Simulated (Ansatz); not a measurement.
# A computed series for Al3Pd2: response to strain

Take Al₃Pd₂ (space group P-3m1, No. 164; a = 4.2101 Å, c = 5.1395 Å; a cell from a computed database, its experimental status unchecked) as the base. Axes: x lies along a and z along c of the hexagonal cell.

Strains are applied to the cell and any free atomic positions relax; under stress the whole cell relaxes.

Method: Kohn–Sham DFT with the PBEsol functional, run in Ansatz (an electronic-structure program) with PAW and 420 eV plane waves, scalar-relativistic without spin-orbit coupling.

Notes on the quantities. energy relative to the base: free energy F; pressure: mean of the normal stresses, compression positive.

```csv
variant,energy relative to the base,volume per atom,pressure
base,0 meV/atom,15.78 Å³,0.0 GPa
isotropic strain −1.10 %,+7.9 meV/atom,15.26 Å³,5.0 GPa
isotropic strain +1.35 %,+11 meV/atom,16.43 Å³,-5.2 GPa
"uniaxial stress, 0.5 GPa tension along x",+0.1 meV/atom,15.80 Å³,–
tensor shear ε_xz = −2.68 %,+9.6 meV/atom,15.77 Å³,0.2 GPa
```

Without a gap, meshes like the base's 13×13×9 leave anisotropic stresses uncertain by several tenths of a GPa, and small strain energies with them. Stability under load was not tested beyond the relaxation. The final runs are not spin-polarised.
